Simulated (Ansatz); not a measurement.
**C with two functionals, Li interstitial (started 1.86 Å from the nearest host atom)**

Base system: an 8-atom supercell of C in the graphite type structure (space group P6_3/mmc, No. 194; a = 2.465 Å, c = 6.729 Å; layered, stacked along the Cartesian z axis) at its relaxed geometry.

(Cell as relaxed with PBE-D3(BJ).)

Levels (all Ansatz, a first-principles code, PAW, earlier PAW set): PBE-D3(BJ) (420 eV, spin-orbit coupling left out); r2SCAN+rVV10 (500 eV, without spin-orbit coupling).

Each level relaxes its own structure.

One thing is altered: a neutral Li interstitial (started 1.87 Å from the nearest host atom), atoms relaxed at fixed cell, starting from a slightly rattled geometry.

```json
[
 {"quantity": "final site of the added atom", "PBE-D3(BJ)": "12 C at 2.29 Å", "r2SCAN+rVV10": "…"},
 {"quantity": "pressure", "PBE-D3(BJ)": "6.4 GPa", "r2SCAN+rVV10": "…"},
 {"quantity": "largest displacement of a host atom from its site in the perfect cell", "PBE-D3(BJ)": "0.73 Å", "r2SCAN+rVV10": "…"}
]
```

Task: Given the PBE-D3(BJ) results, estimate those of r2SCAN+rVV10.

Result: 
- final site of the added atom, r2SCAN+rVV10: 12 C at 2.29 Å
- pressure, r2SCAN+rVV10: 8.9 GPa
- largest displacement of a host atom from its site in the perfect cell, r2SCAN+rVV10: 0.72 Å

PBE-D3(BJ)'s pressure lies 2.45 GPa below r2SCAN+rVV10's; the two agree on the final site of the added atom. Neither level is exact; r2SCAN+rVV10 is the comparison here, not a measurement.

The cell is small, so the values are those of an ordered compound at a high defect concentration; dilute-limit values will differ. The mesh was chosen for an insulator and is coarse for the gapless case. The final runs are not spin-polarised.
